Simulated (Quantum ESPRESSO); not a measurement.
A self-consistent single point of Nb₃Au (P1, 8 atoms in the cell) with Quantum ESPRESSO.

Computed with PBEsol, GBRV 1.5 ultrasoft (PBESOL) pseudopotentials (plane waves; Quantum ESPRESSO).

The change in words: atoms moved at random. Reference geometry:
```
Nb3Au
1.0
    5.29342     0.00000     0.00000
    0.00000     5.29342     0.00000
    0.00000     0.00000     5.29342
Nb Au
6 2
Cartesian
  2.64671   1.32336   0.00000
  2.64671   3.97006   0.00000
  1.32336   0.00000   2.64671
  3.97006   0.00000   2.64671
  0.00000   2.64671   1.32336
  0.00000   2.64671   3.97006
  2.64671   2.64671   2.64671
  0.00000   0.00000   0.00000
```

Reference input (self-consistent single point, DFT, PBEsol, plane waves, GBRV 1.5 ultrasoft (PBESOL) pseudopotentials): ecutwfc = 40 Ry; ecutrho = 320 Ry; occupations = smearing; smearing = fermi-dirac; degauss = 0.0036749 Ry; potentials = {Nb: nb_pbesol_v1.uspp.F.UPF, Au: au_pbesol_v1.uspp.F.UPF}; K_POINTS = automatic 5 5 5 0 0 0; conv_thr = 1e-10 Ry. This run's input differs from it in these lines:

```diff
@@ -25,10 +25,10 @@
 ATOMIC_POSITIONS crystal
-Nb    0.5000000000    0.2500000000    0.0000000000
-Nb    0.5000000000    0.7500000000    0.0000000000
-Nb    0.2500000000    0.0000000000    0.5000000000
-Nb    0.7500000000    0.0000000000    0.5000000000
-Nb    0.0000000000    0.5000000000    0.2500000000
-Nb    0.0000000000    0.5000000000    0.7500000000
-Au    0.5000000000    0.5000000000    0.5000000000
-Au    0.0000000000    0.0000000000    0.0000000000
+Nb    0.4911350000    0.2547880000    0.0055750000
+Nb    0.4806150000    0.7557980000    0.0011100000
+Nb    0.2561380000   -0.0037750000    0.4905220000
+Nb    0.7506340000    0.0003010000    0.4988440000
+Nb    0.0022290000    0.4971520000    0.2397740000
+Nb    0.0021890000    0.5008100000    0.7512290000
+Au    0.5065030000    0.5098760000    0.5043630000
+Au    0.0105570000   -0.0149500000    0.0085840000
 K_POINTS automatic
```

Output, abridged:

```
     Self-consistent Calculation

     iteration #  1     ecut=    40.00 Ry     beta= 0.70

     total energy              =    -936.28745194 Ry
     estimated scf accuracy    <       1.66517020 Ry

     iteration #  2     ecut=    40.00 Ry     beta= 0.70

     total energy              =    -936.43849851 Ry
     estimated scf accuracy    <       3.49441667 Ry

     iteration #  3     ecut=    40.00 Ry     beta= 0.70

     total energy              =    -936.94685103 Ry
     estimated scf accuracy    <       0.40218472 Ry

   [... 19 blocks of this kind left out ...]

     iteration # 23     ecut=    40.00 Ry     beta= 0.70

     total energy              =    -937.09461570 Ry
     estimated scf accuracy    <          1.7E-10 Ry

     iteration # 24     ecut=    40.00 Ry     beta= 0.70
     End of self-consistent calculation

     the Fermi energy is    16.8120 ev

!    total energy              =    -937.09461570 Ry
     estimated scf accuracy    <          8.4E-11 Ry
     smearing contrib. (-TS)   =      -0.00901661 Ry
     internal energy E=F+TS    =    -937.08559909 Ry

     convergence has been achieved in  24 iterations

     Forces acting on atoms (cartesian axes, Ry/au):

     atom    1 type  1   force =     0.01167042   -0.00297759   -0.00566535
     atom    2 type  1   force =     0.02959282   -0.00984298   -0.00019065
     atom    3 type  1   force =    -0.00600850    0.01276965    0.01545442
     atom    4 type  1   force =     0.00558229    0.00356353    0.00453478
     atom    5 type  1   force =    -0.00431441   -0.00743159    0.02139269
   [... lines left out ...]

     Total force =     0.068976     Total SCF correction =     0.000028

          total   stress  (Ry/bohr**3)                   (kbar)     P=     -109.65
  -0.00074881  -0.00004540   0.00002002         -110.15       -6.68        2.94
  -0.00004540  -0.00070889   0.00001745           -6.68     -104.28        2.57
   0.00002002   0.00001745  -0.00077849            2.94        2.57     -114.52

   JOB DONE.
```

The run converged in 24 iterations. Against the reference run the free energy goes up by 18.6 meV/atom, the pressure goes from -11.72 to -10.97 GPa and the largest force goes from 0.000 to 1.196 eV/Å. The full log also holds: “c_bands:  1 eigenvalues not converged”.

The starting cell comes from a database of computed structures (which also holds hypothetical and non-ambient phases and stackings), without a prior relaxation at this level. Its lattice was rescaled by a random factor within 2.5 % of one. For this run, on top of that: atoms moved at random. Spin-orbit coupling is off. Spin polarisation is off. With a pressure of about -11 GPa the cell is away from its equilibrium volume at this level. Forces in this geometry exceed 1 eV/Å.

Cost on one core of a shared machine: roughly 20 min.
